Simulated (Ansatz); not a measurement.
Take Cu in the diamond structure (space group Fd-3m, No. 227; a = 5.2308 Å; a hypothetical phase, not in the database extracts checked) as the base. Axes: x, y, z lie along the cube axes.

Computed with PBEsol (Ansatz, a program for electronic structure, PAW, no SOC).

For the base:

| Property | Value |
|---|---|
| Shortest interatomic distance | 4.280 bohr |
| Band gap | zero |

Perturbation: a free-standing slab of 6 layers (12 atoms, 2 a layer) is cut normal to [110], with 15 Å of vacuum and the in-plane cell held at bulk.

Task: Estimate the effect on the excess energy per area of both faces.

Result: The excess energy per area of both faces (slab less bulk energy over the cell's area: twice a surface energy) is 1.7 J/m² (uncertain by up to 0.10 J/m²).

Task: Predict the new change of the spacing d12 from its bulk value of 1.849 Å.

Result: The change of the spacing d12 from its bulk value of 1.849 Å comes out as +2.6 %.

Task: What does the calculation give for the change of the spacing d23 from its bulk value of 1.849 Å after the change?

Result: The change of the spacing d23 from its bulk value of 1.849 Å is +1.2 %.

Task: Predict the new shortest interatomic distance.

Result: The shortest interatomic distance is nearly the same (4.280 bohr against 4.284 bohr).

Task: What does the calculation give for the band gap after the change?

Result: The band gap stays zero.

Slab and bulk use different k-meshes, which limits the precision of the excess energy. Stability against distortions was not tested. All final runs are without spin polarisation.
